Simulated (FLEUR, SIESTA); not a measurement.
A FLEUR input for a self-consistent single point of Br (Cmce, 4 atoms in the cell) (DFT, PBEsol, all-electron FLAPW (FLEUR), scalar-relativistic valence):

Input of the input generator:

```
Br
&input film=f /
4.2630407234 -6.3469834505 0.0000000000
4.2630407234 6.3469834505 0.0000000000
0.0000000000 0.0000000000 16.5954085306
1.0
1.0 1.0 1.0

4
35 0.8610000000 0.8610000000 0.8890000000
35 0.6390000000 0.6390000000 0.3890000000
35 0.3610000000 0.3610000000 0.6110000000
35 0.1390000000 0.1390000000 0.1110000000

&comp jspins=1 /
&exco xctyp='PBEs' /
&kpt div1=5 div2=5 div3=2 gamma=t /
&end /
```

```xml
<?xml version="1.0" encoding="UTF-8" standalone="no"?>
<fleurInput fleurInputVersion="0.39">
   <comment>
      Br                                                                                                  
   </comment>
   <calculationSetup>
      <cutoffs Kmax="3.9" Gmax="15.6" GmaxXC="15.6" numbands="0"/>
      <scfLoop itmax="60" minDistance="0.00001" maxIterBroyd="25" imix="Anderson" alpha="0.05" precondParam="0.0" spinf="2.0"/>
      <coreElectrons ctail="T" frcor="F" kcrel="0" coretail_lmax="0"/>
      <xcFunctional name="PBEs" relativisticCorrections="F"/>
      <magnetism jspins="1"/>
      <soc l_soc="F" theta="0.0" phi="0.0" spav="F"/>
      <expertModes spex="0" secvar="F"/>
      <geometryOptimization l_f="T" forcealpha="1.0" forcemix="BFGS" epsdisp="0.00001" epsforce="0.00001"/>
      <ldaU l_linMix="F" mixParam="0.05" spinf="1.0"/>
   </calculationSetup>
   <cell>
      <bzIntegration valenceElectrons="28.0" mode="hist" fermiSmearingEnergy="0.00073499">
         <kPointListSelection listName="default-1"/>
         <!-- k-points included here -->
         <xi:include xmlns:xi="http://www.w3.org/2001/XInclude" href="kpts.xml"> </xi:include>
      </bzIntegration>
      <!-- symmetry operations included here -->
      <xi:include xmlns:xi="http://www.w3.org/2001/XInclude" href="sym.xml"> </xi:include>
      <bulkLattice scale="1.0">
         <bravaisMatrix>
            <row-1>    4.2630407233999996    -6.3469834504999998     0.0000000000000000</row-1>
            <row-2>    4.2630407233999996     6.3469834504999998     0.0000000000000000</row-2>
            <row-3>    0.0000000000000000     0.0000000000000000    16.5954085306000003</row-3>
         </bravaisMatrix>
      </bulkLattice>
   </cell>
   <atomSpecies>
      <species name="Bromine (Br)" element="Br" atomicNumber="35">
         <mtSphere radius="2.05" gridPoints="707" logIncrement="0.018"/>
         <atomicCutoffs lmax="8" lnonsphr="6"/>
         <electronConfig flipSpins="F">
            <coreConfig>(1s1/2) (2s1/2) (2p1/2) (2p3/2) (3s1/2) (3p1/2) (3p3/2) (3d3/2) (3d5/2)</coreConfig>
            <valenceConfig>(4s1/2) (4p1/2) (4p3/2)</valenceConfig>
            <stateOccupation state="(4p1/2)" spinUp="0.8333333333333" spinDown="0.8333333333333"/>
            <stateOccupation state="(4p3/2)" spinUp="1.6666666666667" spinDown="1.6666666666667"/>
         </electronConfig>
         <energyParameters s="4" p="4" d="4" f="4"/>
      </species>
   </atomSpecies>
   <atomGroups>
      <atomGroup species="Bromine (Br)">
         <relPos label="                   1">-.1390000000 -.1390000000 -.1110000000</relPos>
         <relPos label="                   2">-.3610000000 -.3610000000 .3890000000</relPos>
         <relPos label="                   3">.3610000000 .3610000000 -.3890000000</relPos>
         <relPos label="                   4">.1390000000 .1390000000 .1110000000</relPos>
         <force calculate="T" relaxXYZ="TTT"/>
      </atomGroup>
   </atomGroups>
   <output dos="F" band="F" slice="F">
      <checks vchk="F" cdinf="F"/>
      <bandDOS minEnergy="-.5*Htr" maxEnergy="0.5*Htr" sigma="0.015" storeEVData="T"/>
      <vacuumDOS vacdos="F" integ="F" star="F" nstars="0" locx1="0.0" locy1="0.0" locx2="0.0" locy2="0.0" nstm="0" tworkf="0.0"/>
      <unfoldingBand unfoldBand="F" supercellX="1" supercellY="1" supercellZ="1"/>
      <plotting iplot="0" polar="F">
         <plot TwoD="T" vec1="  1.0  0.0  0.0" vec2="  0.0  1.0  0.0" vec3="  0.0  0.0  1.0" zero="  0.0  0.0  0.0" file="plot"/>
      </plotting>
      <chargeDensitySlicing numkpt="0" minEigenval="0.0" maxEigenval="0.0" nnne="0" pallst="F"/>
      <specialOutput eonly="F"/>
      <magneticCircularDichroism mcd="F" energyLo="-10.0" energyUp="0.0"/>
   </output>
  <!-- We include the file relax.xml here to enable relaxations (see documentation) -->
  <xi:include xmlns:xi="http://www.w3.org/2001/XInclude" href="relax.xml"> <xi:fallback/> </xi:include>
</fleurInput>
```

Q: Give the SIESTA input for the same structure, mesh, smearing and functional.

A: One input that does it (others would too):

```
# files in the folder: Br.psml (PseudoDojo PBEsol standard)
SystemName  Br
SystemLabel siesta

NumberOfAtoms                4
NumberOfSpecies              1
%block ChemicalSpeciesLabel
  1 35 Br
%endblock ChemicalSpeciesLabel
LatticeConstant              1.0 Ang
%block LatticeVectors
     2.255904000   -3.358679000   -0.000000000
     2.255904000    3.358679000    0.000000000
     0.000000000    0.000000000    8.781912000
%endblock LatticeVectors
AtomicCoordinatesFormat      Ang
%block AtomicCoordinatesAndAtomicSpecies
     3.884666688   -0.000000000    7.807119768  1
     2.883045312   -0.000000000    3.416163768  1
     1.628762688   -0.000000000    5.365748232  1
     0.627141312   -0.000000000    0.974792232  1
%endblock AtomicCoordinatesAndAtomicSpecies

XC.functional                GGA
XC.authors                   PBEsol
PAO.BasisSize                DZP
PAO.EnergyShift              0.005 Ry
MeshCutoff                   300 Ry
%block kgrid.MonkhorstPack
    5   0   0  0.0
    0   5   0  0.0
    0   0   2  0.0
%endblock kgrid.MonkhorstPack
OccupationFunction           FD
ElectronicTemperature        20.0 meV

MaxSCFIterations             150
SCF.Mixer.Method             Broyden
SCF.Mixer.Weight             0.1
SCF.Mixer.History            6
SCF.DM.Tolerance             1.0E-05
Diag.ParallelOverK           true
WriteForces                  true
Charge.Mulliken              end
```

Basis, cutoffs, solver keys and any potentials are the target program's own. This input uses DFT, GGA PBEsol, numerical atomic orbitals DZP, PseudoDojo PBEsol standard norm-conserving potentials (rewritten from UPF to PSML).

The starting cell has typed, rounded lattice constants, without a prior relaxation at this level. Its lattice was rescaled by a random factor within 2.5 % of one.
